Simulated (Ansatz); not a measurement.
For NbRu₃ (Pm-3m), PBEsol, DFPT electron-phonon coupling, linearised Boltzmann equation (Ansatz, a first-principles code) gives a transport coupling λ_tr = 0.737 and a Drude plasma energy ħω_p = 8.03 eV.

Task: Estimate the resistivity at 300 K from the high-temperature formula ρ = 2π λ_tr k_B T / (ħ ε₀ ω_p²), and say how the full Boltzmann solution compares.

Result: The scattering rate is 1/τ = 2π λ_tr k_B T/ħ = 1.82e14 s⁻¹ and ω_p = 1.22e16 s⁻¹, so ρ ≈ 13.8 μΩ·cm. The Boltzmann solution gives 12.4 μΩ·cm, 0.90 times the estimate; it lies lower because k_BT is not large against the phonon energies and the solution lets the distribution adjust.

A metal at this level (no band gap). Only scattering by harmonic phonons is included (no impurities, grain boundaries, electron-electron scattering or thermal expansion). Spin-orbit coupling is left out. Halving the electron mesh (24x24x24) moves the resistivity by up to 3 % at 300 K, the coupling by up to 3 %. Smearing 0.20 eV; phonons on a 4x4x4 q mesh, which this run doesn't test.

Computed structure, not matched to a measured one here, so possibly hypothetical: NbRu3 (Pm-3m).
